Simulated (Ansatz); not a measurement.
Levels about the gap of amorphous Al$_{30}$O$_{48}$H$_{6}$ (84 atoms in a cell of 888 Å³, 2.96 g/cm³; zone centre alone, so wide bands show as single levels with stretches between that a denser mesh fills), at the geometry that PBE relaxed, where it gives 0.3 GPa on a denser mesh. The participation number counts the atoms over which a state spreads; weights are charges in smoothed Voronoi cells. The levels come from a single point, so bond lengths are those of that geometry. Method of the levels: PBE, scalar-relativistic without spin-orbit coupling (Ansatz, an electronic-structure program). Sampling: the zone centre alone; Fermi-Dirac width 0.02 eV; no spin polarisation. At PBE the levels at the filled edge of the gap are localised (band-tail or defect states), and the nearest spread-out levels lie 4.1 eV apart at the zone centre.

It comes from a melt-quench run on a machine-learned potential (CHGNet), relaxed afterwards by DFT. O atoms were pushed apart under 1.9 Å during the dynamics, to hinder bonds among them. The hot cell started wider than the set density and was brought back towards it in steps. It is the lowest in DFT energy of 8 quenches. It is a model cell: composition and starting density were chosen by hand, and all elements were melted together. No dispersion term was used. Its density started from a set value of 2.96 and ended at 2.96 g/cm³. The simulated quench (nominally 370 K/ps over its main leg) is rapid and tends to freeze in more defects than a deposited or slowly cooled glass has. One small periodic cell is one sample of the glass; other quenches scatter about these values. Volume and shape were free in the relaxation. Stress components on the final sampling reach 0.7 GPa. Cycles of charging lowered its energy after that relaxation.

```json
[
 {"E - E(highest filled), eV": "-0.55", "filling": "filled", "participation number": "16.9", "largest on": "O, 3 neighbours", "weight O": "0.93", "weight Al": "0.05", "weight H": "0.02"},
 {"E - E(highest filled), eV": "-0.40", "filling": "filled", "participation number": "10.8", "largest on": "O, 3 neighbours", "weight O": "0.95", "weight Al": "0.04", "weight H": "0.01"},
 {"E - E(highest filled), eV": "-0.36", "filling": "filled", "participation number": "11.2", "largest on": "O, 3 neighbours", "weight O": "0.94", "weight Al": "0.05", "weight H": "0.01"},
 {"E - E(highest filled), eV": "-0.28", "filling": "filled", "participation number": "9.4", "largest on": "O, 3 neighbours", "weight O": "0.94", "weight Al": "0.05", "weight H": "0.01"},
 {"E - E(highest filled), eV": "-0.18", "filling": "filled", "participation number": "7.8", "largest on": "O, 2 neighbours", "weight O": "0.92", "weight Al": "0.04", "weight H": "0.04"},
 {"E - E(highest filled), eV": "-0.11", "filling": "filled", "participation number": "8.4", "largest on": "O, 2 neighbours", "weight O": "0.93", "weight Al": "0.04", "weight H": "0.04"},
 {"E - E(highest filled), eV": "0.00", "filling": "filled", "participation number": "4.6", "largest on": "O, 3 neighbours", "weight O": "0.94", "weight Al": "0.05", "weight H": "0.01"},
 {"E - E(highest filled), eV": "3.50", "filling": "empty", "participation number": "68.0", "largest on": "Al, 4 neighbours", "weight O": "0.54", "weight Al": "0.36", "weight H": "0.10"},
 {"E - E(highest filled), eV": "5.40", "filling": "empty", "participation number": "33.4", "largest on": "Al, 4 neighbours", "weight O": "0.53", "weight Al": "0.35", "weight H": "0.12"},
 {"E - E(highest filled), eV": "5.71", "filling": "empty", "participation number": "45.8", "largest on": "Al, 5 neighbours", "weight O": "0.57", "weight Al": "0.37", "weight H": "0.06"},
 {"E - E(highest filled), eV": "5.81", "filling": "empty", "participation number": "30.1", "largest on": "H, 1 neighbours", "weight O": "0.55", "weight Al": "0.30", "weight H": "0.14"},
 {"E - E(highest filled), eV": "5.90", "filling": "empty", "participation number": "43.7", "largest on": "H, 1 neighbours", "weight O": "0.53", "weight Al": "0.28", "weight H": "0.19"},
 {"E - E(highest filled), eV": "5.96", "filling": "empty", "participation number": "37.7", "largest on": "O, 3 neighbours", "weight O": "0.56", "weight Al": "0.33", "weight H": "0.12"},
 {"E - E(highest filled), eV": "6.10", "filling": "empty", "participation number": "42.3", "largest on": "Al, 4 neighbours", "weight O": "0.59", "weight Al": "0.33", "weight H": "0.08"}
]
```

Most localised among these is the filled level at +0.00 eV, on a O atom, which has 3 neighbours (Al 1.80 Å, Al 1.84 Å, Al 1.89 Å).
